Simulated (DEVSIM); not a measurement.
System: GaAs p-n junction from an implanted or diffused profile, at 300 K.

```
layer (left to right)  material  thickness (μm)  Nd (cm⁻³)  τn (s)  τp (s)
---------------------  --------  --------------  ---------  ------  ------
1                          GaAs            12.0     1.7e16  2.7e-9  2.7e-9
```

Added acceptor profile: 7.8e17 cm⁻³ × exp(−(x − 0 μm)²/(2·(0.084 μm)²)). Left contact: ohmic. Right contact: ohmic. Voltage is applied to the left contact. Recombination: SRH at mid-gap, radiative. Mobility is μmin + (μ − μmin)/(1 + (N/Nref)^α).

The device is made up for the run: typed textbook-type constants, with dimensions and the other settings drawn at random. Values at 300 K; Nc and Nv go as T^1.5, mobilities as T to minus their exponent, the gap by Varshni's rule with the affinity fixed. The table also holds parameters that only a changed run uses.

| parameter | GaAs |
|---|---|
| gap (eV) | 1.424 |
| affinity (eV) | 4.07 |
| permittivity | 12.9 |
| Nc (cm⁻³) | 4.7e17 |
| Nv (cm⁻³) | 9e18 |
| μn (cm²/Vs) | 8500 |
| μp (cm²/Vs) | 400 |
| μn,min | 500 |
| μp,min | 20 |
| Nref,n | 6e16 |
| Nref,p | 1.5e17 |
| αn | 0.39 |
| αp | 0.38 |
| T exponent of μn | 2.1 |
| T exponent of μp | 2.2 |
| B (cm³/s) | 2e-10 |
| Cn (cm⁶/s) | 1e-30 |
| Cp (cm⁶/s) | 1e-30 |
| Varshni α (eV/K) | 0.000541 |
| Varshni β (K) | 204 |

Simulated with DEVSIM: 1D drift-diffusion, Boltzmann statistics, complete ionisation; no tunnelling, impact ionisation, image-force lowering or self-heating.

Base results: potential step across the device at zero bias (V) 1.274; dark forward voltage at 100 A/cm² (V) 1.139; dark forward voltage at 1 A/cm² (V) 1.008.

Question: What follows from this one change: thickness of layer 1 12 → 2.4 μm?

Answer: potential step across the device at zero bias little changed (1.274 V); dark forward voltage at 100 A/cm² 1.139 → 1.132 V; dark forward voltage at 1 A/cm² little changed (1.007 V).

Question: What follows from this one change: straggle of the profile 0.084 → 0.12 μm?

Answer: potential step across the device at zero bias little changed (1.274 V); dark forward voltage at 100 A/cm² 1.139 → 1.146 V; dark forward voltage at 1 A/cm² 1.008 → 1.014 V.

Question: What follows from this one change: minority lifetime in layer 1 2.7e-09 → 8.1e-11 s?

Answer: potential step across the device at zero bias little changed (1.274 V); dark forward voltage at 100 A/cm² 1.139 → 1.128 V; dark forward voltage at 1 A/cm² 1.008 → 0.978 V.

Question: What follows from this one change: peak of the profile 7.8e+17 → 7.8e+16 cm^-3?

Answer: potential step across the device at zero bias 1.274 → 1.209 V; dark forward voltage at 100 A/cm² 1.139 → 1.063 V; dark forward voltage at 1 A/cm² 1.008 → 0.930 V.

Question: What follows from this one change: temperature 300 → 250 K?

Answer: potential step across the device at zero bias 1.274 → 1.333 V; dark forward voltage at 100 A/cm² 1.139 → 1.217 V; dark forward voltage at 1 A/cm² 1.008 → 1.108 V.

Question: What follows from this one change: doping Nd of layer 1 1.7e+16 → 5.1e+14 cm^-3?

Answer: potential step across the device at zero bias 1.274 → 1.184 V; dark forward voltage at 100 A/cm² 1.139 → 1.200 V; dark forward voltage at 1 A/cm² 1.008 → 0.952 V.

Question: What follows from this one change: constant mobility in place of the doping-dependent one?

Answer: potential step across the device at zero bias little changed (1.274 V); dark forward voltage at 100 A/cm² 1.139 → 1.112 V; dark forward voltage at 1 A/cm² 1.008 → 0.985 V.
